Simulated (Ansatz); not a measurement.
Take Si (space group Pm-3n, No. 223; a = 4.8663 Å; a model cell, its experimental status unchecked) as the base.

The values are results of PBEsol (Ansatz, a quantum-chemistry and plane-wave program; PAW; 420 eV plane waves; spin-orbit coupling left out), not measurements.

One change was made to it. Results:

The lattice parameter a shrinks by 14.36 pm (486.6 pm → 472.3 pm); the band gap remains zero.

### Question
Which change produced these results?
A) pressure 10 GPa
B) pressure 1.5 GPa
C) pressure −1 GPa
D) pressure 0.7 GPa

### Answer
A, pressure 10 GPa. For comparison, the lattice parameter a in the other runs: pressure −1 GPa gives 488.4 pm; pressure 0.7 GPa gives 485.4 pm; pressure 1.5 GPa gives 484.1 pm.

Load acts through the strain it causes; cell and atoms are relaxed under it. Whether these cells are dynamically stable was not tested. Competing high-pressure phases were not computed. This is not the structure that Si has at room temperature and ambient pressure.
